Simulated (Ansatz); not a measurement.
**TiGe (model structure, started from the WC type, P-6m2, No. 187, 2 atoms in the cell)**

Method: PBEsol (plane waves, PAW; Ansatz, a quantum-chemistry and plane-wave program).

Settings: plane-wave cutoff 500 eV, 18×18×12 k mesh (along the axes of the cell as run), Fermi–Dirac smearing 0.05 eV, no spin polarisation, scalar-relativistic PAW data made under PBE.

Cell (relaxed at this level):

TiGe has the hexagonal space group P-6m2 (No. 187), Pearson symbol hP2. Conventional cell: a = b = 2.929 Å, c = 4.232 Å, α = β = 90.00°, γ = 120.00°. Ti on 1a is coordinated by 6 Ge at 2.709 Å and 6 Ti at 2.929 Å (anticuboctahedral). Ge on 1f is surrounded by 6 Ti at 2.709 Å. (Neighbours: up to the widest gap in distance over summed covalent radii, below 1.35, at either atom; cation-cation and far metal-metal contacts left out.)

- band gap: zero (no gap)

Note: the relaxation could raise the start's symmetry but not lower it, so the cell can be a saddle point.

Spin–orbit coupling is not included.

Computed values are for the static lattice.

The result took about 3 core-minutes (a rough figure).

A model structure was made by putting elements into a prototype or built by hand; it is no filed structure, need not be a known phase, and can be a saddle point held by its symmetry.
